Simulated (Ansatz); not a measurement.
The starting structures come from a database of crystals and need not be the phases stable at ambient conditions.

By PBEsol, the system below comes out a metal.

Input:

```
CaIn
1.0
    3.84337     0.00000     0.00000
    0.00000     3.84337     0.00000
    0.00000     0.00000     3.84337
Ca In
1 1
Direct
  0.00000   0.00000   0.00000
  0.50000   0.50000   0.50000
```

Space group of this cell: Pm-3m, CsCl type. The cell is taken as given; by PBEsol its mean pressure is -1.3 GPa.

The current flows along the normal of the first two printed cell vectors, the (001) plane of the conventional cell. No spin-orbit coupling; the value is a mean over 0.1 eV about the Fermi level.

Question: Estimate the ballistic conductance per area that PBEsol run with Ansatz (a first-principles code) returns for this system.

Answer: 0.51 × 10¹⁵ S/m² for both spins.
